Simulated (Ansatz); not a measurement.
Consider AsP in the rock salt structure (space group Fm-3m, No. 225; a = 5.210 Å; a hypothetical phase, not in the database extracts checked; relaxed with 0.1 eV smearing). Axes: x, y, z lie along the cube axes.

Level of theory: PBE in Ansatz (plane waves to 420 eV, PAW, scalar-relativistic without spin-orbit coupling).

A first run, uniaxial strain ε_xx = +1.47 %, gives secant values C11 ≈ 200 GPa and C12 ≈ 22 GPa from its stress. A second run applies uniaxial stress, 2 GPa compression along x.

Problem. What does linear elasticity predict for Young's modulus in the second run, and what does the run give?

Solution. Linear elasticity: (C11 − C12)(C11 + 2 C12)/(C11 + C12) = 200 GPa. The run gives 230 GPa; any difference comes from nonlinear terms at these strains and numerical noise.

Beyond what the load breaks, stability against distortions was not tested. The final runs are not spin-polarised.

Ansatz is a program for electronic structure.
